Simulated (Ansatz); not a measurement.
## Lu: element substitutions

Base system: Lu in the hcp (Mg type) structure (space group P6_3/mmc, No. 194; a = 3.445 Å, c = 5.349 Å).

Each row replaces one element on all its sites; cell and atoms are relaxed.

Computed with PBEsol (Ansatz, a quantum-chemistry and plane-wave program; PAW; 420 eV plane waves; no spin-orbit coupling).

Before the change:

| Item | Result |
|---|---|
| Lattice parameter a | 3.445 Å |

Question: The aim is a lattice parameter a between 2.154 Å and 2.325 Å. Which of these changes reaches it?
A. Lu → Al
B. Lu → Be
C. Lu → Ta

Answer: B, Lu → Be. It gives 2.257 Å; Lu → Ta gives 2.866 Å; Lu → Al gives 2.827 Å. Changes not listed may reach it too

No phonon test of stability was made. For Ta and Al in this form, whether it has been made was not checked. The final runs are not spin-polarised. This is not the structure that Ta has at room temperature and ambient pressure. This is not the structure that Al has at room temperature and ambient pressure.
